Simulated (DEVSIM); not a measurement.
Device: abrupt Ge p-n junction, at 300 K.

Layer 1 from the left is Ge, thickness (μm) 79.0, Na (cm⁻³) 1.4e18, τn (s) 9.5e-6, τp (s) 9.5e-6. Layer 2 from the left is Ge, thickness (μm) 200, Nd (cm⁻³) 1.2e15, τn (s) 9.5e-6, τp (s) 9.5e-6.

Left contact: ohmic. Right contact: ohmic. Voltage is applied to the left contact. Recombination: SRH at mid-gap, Auger. Mobility is μmin + (μ − μmin)/(1 + (N/Nref)^α).

Constants are typed, rounded textbook-type inputs, not results; the design itself was drawn at random and stands for no fabricated device. Values at 300 K.

Ge: gap (eV) 0.664, affinity (eV) 4, permittivity 16, Nc (cm⁻³) 1.04e19, Nv (cm⁻³) 6e18, μn (cm²/Vs) 3900, μp (cm²/Vs) 1900, μn,min 150, μp,min 100, Nref,n 2.6e17, Nref,p 4e17, αn 0.56, αp 0.6, Cn (cm⁶/s) 1e-31, Cp (cm⁶/s) 1e-31.

Task: Estimate by hand the built-in potential, the peak field at zero bias, and compare with a numerical solution.

Result: 
- Built-in potential: ni = √(Nc Nv) exp(−Eg/2kT) = 2.09e13 cm⁻³ with Eg = 0.664 eV; Vbi = kT/q ln(Na Nd/ni²) = 0.392 V; numerical 0.392 V.
- Peak field at zero bias: depletion approximation: W = √(2εVbi/(qN)) = 0.760 μm with N = 1.20e15 cm⁻³; field = 2Vbi/W = 10300 V/cm; numerical 55500 V/cm (estimate below by 81 %).

Simulated with DEVSIM: 1D drift-diffusion, Boltzmann statistics, complete ionisation; no tunnelling, impact ionisation, image-force lowering or self-heating.
